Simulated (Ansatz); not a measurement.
Given:

```yaml
crystal:
  lattice:
    - [3.60133, 0.00000, 0.00000]
    - [0.00000, 3.60133, 0.00000]
    - [0.00000, 0.00000, 5.22793]
  atoms:
    - { symbol: Zr, position: [0.00000, 0.00000, 0.00000] }
    - { symbol: Zr, position: [0.50000, 0.50000, 0.50000] }
    - { symbol: O, position: [0.00000, 0.50000, 0.19678] }
    - { symbol: O, position: [0.00000, 0.50000, 0.69678] }
    - { symbol: O, position: [0.50000, 0.00000, 0.30322] }
    - { symbol: O, position: [0.50000, 0.00000, 0.80322] }
```

No spin polarisation.

Level of theory: r2SCAN (Ansatz, a first-principles code; PAW; 500 eV plane waves; without spin-orbit coupling). Γ-centred 9×9×7 mesh, Fermi–Dirac width 0.05 eV.

Predict the band gap.

4.60 eV.

What is the computed gap character?

Indirect, k = (0.222, 0.222, 0) in the run's primitive reciprocal basis → Γ.

What is the computed space group?

P4_2/nmc (No. 137).

Estimate the electron mass.

2.2 mₑ along c, 0.63 mₑ across (at Γ).

Effective masses come from finite differences of ±0.01 Å⁻¹. Whether these cells are dynamically stable was not tested. The cell was made from HfO2 by this change: Hf → Zr. This is not the structure that ZrO2 has at room temperature and ambient pressure.
